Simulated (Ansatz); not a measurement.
The starting structures come from a database of crystals and need not be the phases stable at ambient conditions.

Evanescent states of MgSe (Fm-3m, rock salt, 2 atoms a cell, 20.4 Å³ an atom) along the normal of (001)

All values below come from r2SCAN (plane waves, PAW; Ansatz, an electronic-structure program).

The gap is the functional's own, uncorrected, and κ follows it; spin-orbit coupling is left out. Mid-gap means the computed energy nearest the middle.

Energies count from the valence-band top; κ is the least over a 8×8 mesh across the current.

```
E (eV)  κ (1/Å)  where
------  -------  -----
0.07      0.058      Γ
0.20      0.098      Γ
0.33      0.123      Γ
0.46      0.142      Γ
0.58      0.157      Γ
0.71      0.169      Γ
0.84      0.178      Γ
0.97      0.186      Γ
1.10      0.192      Γ
1.24      0.196      Γ
1.36      0.200      Γ
1.50      0.202      Γ
1.62      0.203      Γ
1.75      0.202      Γ
1.89      0.189  off Γ
2.02      0.169  off Γ
2.15      0.145  off Γ
2.27      0.115  off Γ
2.40      0.071  off Γ
```

Q: How thick must the barrier be to attenuate the transmission by 10^6 when the electrodes' Fermi level lies at 1.24 eV, and what attenuation does that film give at 1.89 eV?

A: d = 6 ln 10 / (2 × 0.196) = 35.2 Å. At 1.89 eV it gives 6 × 0.189/0.196 = 5.8 decades.
